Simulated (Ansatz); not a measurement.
**A computed series for Co: pressure series**

Base system: Co in the hcp (Mg type) structure (space group P6_3/mmc, No. 194; a = 2.457 Å, c = 3.968 Å; ferromagnetic).

Cell and atoms are relaxed at each pressure.

Level of theory: Ansatz (an electronic-structure program) PBEsol, no SOC, earlier PAW set.

```json
[
 {"pressure (GPa)": "-2", "volume per atom (Å³/atom)": "10.460"},
 {"pressure (GPa)": "-1", "volume per atom (Å³/atom)": "10.417"},
 {"pressure (GPa)": "0", "volume per atom (Å³/atom)": "10.374"},
 {"pressure (GPa)": "0.3", "volume per atom (Å³/atom)": "10.361"},
 {"pressure (GPa)": "1.5", "volume per atom (Å³/atom)": "10.311"},
 {"pressure (GPa)": "3", "volume per atom (Å³/atom)": "10.251"},
 {"pressure (GPa)": "5", "volume per atom (Å³/atom)": "10.173"},
 {"pressure (GPa)": "7.5", "volume per atom (Å³/atom)": "?"},
 {"pressure (GPa)": "10", "volume per atom (Å³/atom)": "9.990"}
]
```

**Question.** Fit the third-order Birch–Murnaghan form P(V) = (3B₀/2)[(V₀/V)^(7/3) − (V₀/V)^(5/3)]·[1 + (3/4)(B₀′ − 4)((V₀/V)^(2/3) − 1)] (squares taken in P) to the rows shown and predict the withheld row.

**Answer.** Least squares on the printed values gives V₀ = 10.374 Å³/atom, B₀ = 245 GPa, B₀′ = 4.1; this predicts 10.079 Å³/atom, and the run gives 10.079 Å³/atom, in agreement.

The magnetic state is the one reached from the starting moments; the real material's order can differ, and small cells can't hold many antiferromagnetic ones. Load acts through the strain it causes; cell and atoms are relaxed under it. No phonon test of stability was made. Competing high-pressure phases were not computed.
